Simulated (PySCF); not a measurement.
PySCF 2.14.0, HF/def2-svp, df: Mo(NMe)(S)(OMe)(OSiH3) (C[N]=[Mo](=[S])([O]C)[O][SiH3]), 17 atoms. The geometry is a generated start, not checked to be a minimum at this level.

* **task**: energy
* **method**: hf
* **basis**: def2-svp
* **two-electron scheme**: density fitting
* **mol.max_memory**: 3000 MB
* **mf.max_cycle**: 100
* **mf.init_guess**: minao (default)
* **mf.DIIS**: CDIIS (default)
* **mf.conv_tol**: 1e-09 (default)
* **effective core potentials**: those of the basis set, past Kr
* **basis functions**: 182

```xyz
17

Mo     0.2586     0.1558     0.4699
N     -1.4527    -0.0789     0.3058
C     -2.8468    -0.2877     0.3965
H     -3.1556    -1.1557    -0.1982
H     -3.1270    -0.4681     1.4437
H     -3.3941     0.5905     0.0373
S      0.5596     1.0572     2.4103
O      1.1733    -1.3472     0.5073
C      1.6095    -2.6492     0.6981
H      1.6561    -3.1775    -0.2656
H      2.6100    -2.6484     1.1541
H      0.9078    -3.1730     1.3655
O      0.7596     1.4350    -0.7301
Si     1.0497     2.6923    -1.7029
H      0.2433     2.4934    -2.9193
H      2.4890     2.6654    -2.0180
H      0.6597     3.8960    -0.9543
```

Charge 0 and multiplicity 1 are set for this test and not shown to be the ground state.

One run each on 2 threads, 1 BLAS thread. Values of diis_space tried: 3, 5, 8 (default), 12, 20.

### Question
How does the count of Fock builds change with diis_space, and where is it least?

### Answer
Fewest Fock builds, within one of each other: 8 (default) with 18, 12 with 18, 20 with 18. The count rises to 28 at 3. All converge to one solution.

```tsv
diis_space	Fock builds	end
3	28	same solution
5	20	same solution
8 (default)	18	same solution
12	18	same solution
20	18	same solution
```
